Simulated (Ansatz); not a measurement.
The starting structures come from a database of crystals and need not be the phases stable at ambient conditions.

Tunnelling through a barrier is set by its complex band structure: the current falls as exp(−2κd) with the smallest κ.

Input:

```
CELL_PARAMETERS angstrom
      3.22584     0.00000     0.00000
      0.00000     9.75733     0.00000
      0.00000     0.00000    10.65892
ATOMIC_POSITIONS crystal
  Hf 0.25000 0.06942 0.87533
  Hf 0.75000 0.93058 0.12467
  Hf 0.75000 0.43058 0.37533
  Hf 0.25000 0.56942 0.62467
  Hf 0.25000 0.10602 0.40677
  Hf 0.75000 0.89398 0.59323
  Hf 0.75000 0.39398 0.90677
  Hf 0.25000 0.60602 0.09323
  Hf 0.25000 0.22710 0.14655
  Hf 0.75000 0.77290 0.85345
  Hf 0.75000 0.27290 0.64655
  Hf 0.25000 0.72710 0.35345
  N  0.25000 0.00854 0.22461
  N  0.75000 0.99146 0.77539
  N  0.75000 0.49146 0.72461
  N  0.25000 0.50854 0.27539
  N  0.75000 0.10346 0.52968
  N  0.25000 0.89654 0.47032
  N  0.25000 0.39654 0.02968
  N  0.75000 0.60346 0.97032
  N  0.75000 0.14120 0.01793
  N  0.25000 0.85880 0.98207
  N  0.25000 0.35880 0.51793
  N  0.75000 0.64120 0.48207
  N  0.75000 0.23856 0.28520
  N  0.25000 0.76144 0.71480
  N  0.25000 0.26144 0.78520
  N  0.75000 0.73856 0.21480
```

The cell is taken as given; by r2SCAN it stands under a pressure of 2.3 GPa.

Transport runs along the normal of the first two printed cell vectors.

The gap is the functional's own. No spin-orbit coupling. Mid-gap values are those at the computed energy nearest the middle.

**Question.** State the band gap and the smallest decay constant κ at mid-gap according to r2SCAN run with Ansatz (an electronic-structure program).

**Answer.** Gap 1.38 eV on a 10×4×4 mesh; κ = 0.252 1/Å, at the zone centre.
